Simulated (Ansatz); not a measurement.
```xyz
5
Lattice="4.1807 0.0000 0.0000 0.0000 4.1807 0.0000 0.0000 0.0000 4.1807" Properties=species:S:1:pos:R:3 pbc="T T T"
Ba     0.0000     0.0000     0.0000
Zr     2.0903     2.0903     2.0903
O      0.0000     2.0903     2.0903
O      2.0903     2.0903     0.0000
O      2.0903     0.0000     2.0903
```

The cell is fixed at its relaxed static size. Melting and transitions to other phases are not modelled.

**Question.** Is this phase dynamically stable in the harmonic approximation, and at 300, 1000 K by the stochastic self-consistent harmonic approximation in a 2×2×2 supercell, PBEsol in Ansatz (a quantum-chemistry and plane-wave program)? Give the softest mode in each case.

**Answer.** Harmonic: softest mode 72i cm⁻¹ at q = (0.50, 0.50, 0.50), so unstable at the wave vectors of the supercell. 300 K: locally stable, softest second derivative of the free energy 57 cm⁻¹ (error 1) at q = (0.50, 0.50, 0.50), at 1.1 GPa in this cell. 1000 K: locally stable, softest second derivative of the free energy 86 cm⁻¹ (error under 1) at q = (0.00, 0.50, 0.50), at 3.3 GPa in this cell. A stable verdict is local, and a supercell this small can stiffen soft modes, so the symmetric phase can look stable where the real crystal is distorted. The verdict is statistical, holds for these wave vectors and this fixed cell alone, and errs towards stability where frames are few. Wave vectors are fractions of the primitive cell's reciprocal vectors.
